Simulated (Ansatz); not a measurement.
# LiF: pressure series

The reference is LiF in the rock salt structure (space group Fm-3m, No. 225).

```yaml
crystal:
  lattice:
    - [0.00000, 2.03401, 2.03401]
    - [2.03401, 0.00000, 2.03401]
    - [2.03401, 2.03401, 0.00000]
  atoms:
    - { symbol: Li, position: [0.00000, 0.00000, 0.00000] }
    - { symbol: F, position: [0.50000, 0.50000, 0.50000] }
```

Cell and atoms are relaxed at each pressure.

Computed with Ansatz (an electronic-structure program) PBE, without spin-orbit coupling.

Candidates:
(a) pressure 0.7 GPa
(b) pressure 10 GPa
(c) pressure 1.5 GPa

Base values:

* **Band gap**: 8.83 eV

Task: Order them by band gap, highest first.

Result: (b) pressure 10 GPa (9.90 eV), (c) pressure 1.5 GPa (9.01 eV), (a) pressure 0.7 GPa (8.92 eV)

Load acts through the strain it causes; cell and atoms are relaxed under it. Whether these cells are dynamically stable was not tested. Competing high-pressure phases were not computed.
